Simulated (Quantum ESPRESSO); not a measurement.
Quantum ESPRESSO run on Os (P6_3/mmc, 2 atoms in the cell): self-consistent single point.

Computed with PBE, SSSP 1.1.2 efficiency (PBE) pseudopotentials (plane waves; Quantum ESPRESSO).

The change in words: lattice scaled by 0.98. Reference geometry:
```xyz
2
Lattice="2.7300 0.0000 0.0000 -1.3650 2.3642 0.0000 0.0000 0.0000 4.3200" Properties=species:S:1:pos:R:3 pbc="T T T"
Os     0.0000     1.5762     1.0800
Os     1.3650     0.7881     3.2400
```

Reference input (self-consistent single point, DFT, PBE, plane waves, SSSP 1.1.2 efficiency (PBE) pseudopotentials): ecutwfc = 40 Ry; ecutrho = 320 Ry; occupations = smearing; smearing = gaussian; degauss = 0.0099958 Ry; potentials = {Os: Os_pbe_v1.2.uspp.F.UPF}; K_POINTS = automatic 11 11 6 0 0 0; conv_thr = 1e-11 Ry; mixing_beta = 0.3. This run's input differs from it in these lines:

```diff
@@ -10,4 +10,4 @@
   ibrav = 4,
-  A = 2.7299999987,
-  C = 4.3200000000,
+  A = 2.6753997891,
+  C = 4.2336000000,
   nat = 2,
```

Output (repeated stretches shortened):

```
     Self-consistent Calculation

     iteration #  1     ecut=    40.00 Ry     beta= 0.30

     negative rho (up, down):  2.648E-01 0.000E+00

     total energy              =    -397.15359815 Ry
     estimated scf accuracy    <       0.33734198 Ry

     iteration #  2     ecut=    40.00 Ry     beta= 0.30

     negative rho (up, down):  2.646E-01 0.000E+00

     total energy              =    -397.11525472 Ry
     estimated scf accuracy    <       0.08266386 Ry

     iteration #  3     ecut=    40.00 Ry     beta= 0.30

     negative rho (up, down):  2.638E-01 0.000E+00

     total energy              =    -397.13815054 Ry
     estimated scf accuracy    <       0.00151925 Ry

   [... 8 blocks of this kind left out ...]

     iteration # 12     ecut=    40.00 Ry     beta= 0.30

     negative rho (up, down):  2.631E-01 0.000E+00

     total energy              =    -397.13854556 Ry
     estimated scf accuracy    <          5.6E-11 Ry

     iteration # 13     ecut=    40.00 Ry     beta= 0.30

     negative rho (up, down):  2.631E-01 0.000E+00
     End of self-consistent calculation

     the Fermi energy is    28.4378 ev

!    total energy              =    -397.13854556 Ry
     estimated scf accuracy    <          5.0E-13 Ry
     smearing contrib. (-TS)   =      -0.00102294 Ry
     internal energy E=F+TS    =    -397.13752263 Ry

     convergence has been achieved in  13 iterations

     negative rho (up, down):  2.631E-01 0.000E+00

     Forces acting on atoms (cartesian axes, Ry/au):

     atom    1 type  1   force =     0.00000000    0.00000000    0.00000000
     atom    2 type  1   force =     0.00000000    0.00000000    0.00000000

     Total force =     0.000000     Total SCF correction =     0.000000

     negative rho (up, down):  2.631E-01 0.000E+00
          total   stress  (Ry/bohr**3)                   (kbar)     P=      407.70
   0.00273737   0.00000000  -0.00000000          402.68        0.00       -0.00
   0.00000000   0.00273737   0.00000000            0.00      402.68        0.00
  -0.00000000   0.00000000   0.00283980           -0.00        0.00      417.75

   JOB DONE.
```

The run converged in 13 iterations. Against the reference run the free energy goes up by 125 meV/atom and the pressure goes from 9.76 to 40.77 GPa.

The starting cell has typed, rounded lattice constants, without a prior relaxation at this level. For this run, on top of that: lattice scaled by 0.98. Spin polarisation is off. With a pressure of about 41 GPa the cell is away from its equilibrium volume at this level.

Cost on one core of a shared machine: roughly 40 s.
